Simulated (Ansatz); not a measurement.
Consider Pt in the fcc (Cu type) structure (space group Fm-3m, No. 225; a = 3.9183 Å).

Modification: a hydrostatic pressure of 10 GPa.

Levels (all Ansatz, a first-principles code, PAW): PBEsol (420 eV, no spin-orbit coupling); PBEsol+SOC (420 eV, with spin-orbit coupling).

The geometry is relaxed with PBEsol.

| Property | Value |
|---|---|
| PBEsol pressure | 10.0 GPa |

What does PBEsol+SOC give at this geometry for the pressure?

The pressure increases by 0.3 GPa (10.0 GPa → 10.3 GPa).

Single points use the geometry relaxed with PBEsol. Differences between runs with and without spin-orbit coupling are approximate. Load acts through the strain it causes; cell and atoms are relaxed under it. No phonon test of stability was made. Competing high-pressure phases were not computed. The runs without spin-orbit coupling are not spin-polarised.
